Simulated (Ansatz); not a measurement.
Amorphous Ta8Si10O40, 58 atoms at 4.76 g/cm³, one PBE-relaxed geometry, zone centre. Methods: PBE, scalar-relativistic without spin-orbit coupling (Ansatz, an electronic-structure program); r2SCAN, scalar-relativistic without spin-orbit coupling (Ansatz); HSE06, scalar-relativistic without spin-orbit coupling (Ansatz). Plane waves to 420 eV (r2SCAN 500 eV); exact exchange is cut at the cell's faces. At PBE the levels at the filled edge of the gap are localised (band-tail or defect states). All rungs ran without spin polarisation.

A CHGNet melt-quench gave the starting glass, which DFT then relaxed. O atoms were pushed apart under 1.9 Å during the dynamics, to hinder bonds among them. The hot cell started wider than the set density and was brought back towards it in steps. It is the lowest in DFT energy of 2 quenches. It is a model cell: composition and starting density were chosen by hand, and all elements were melted together. No dispersion term was used. Its density started from a set value of 4.76 and ended at 4.76 g/cm³. The quench (nominally 1400 K/ps over its main leg) was far faster than any real one, so the model tends to hold more defects than a real film. One small periodic cell is one sample of the glass; other quenches scatter about these values. The volume was held where the preparation left it and the shape relaxed, at a PBE pressure of 0.2 GPa.

The relaxation ran on the zone centre alone. At PBE the level gap is 3.74 eV on a 2×2×2 Γ-centred mesh, and the spacing at the zone centre alone 3.79 eV.

Q: What zone-centre spacing does r2SCAN give, roughly?

A: 4.20 eV (+0.41 eV against PBE).

Q: What zone-centre spacing does HSE06 give, roughly?

A: 5.34 eV (+1.55 eV against PBE).

The highest filled and the lowest empty state spread over these numbers of atoms (participation numbers): PBE: 10.7 and 11.9; r2SCAN: 10.3 and 11.0; HSE06: 10.8 and 11.5.
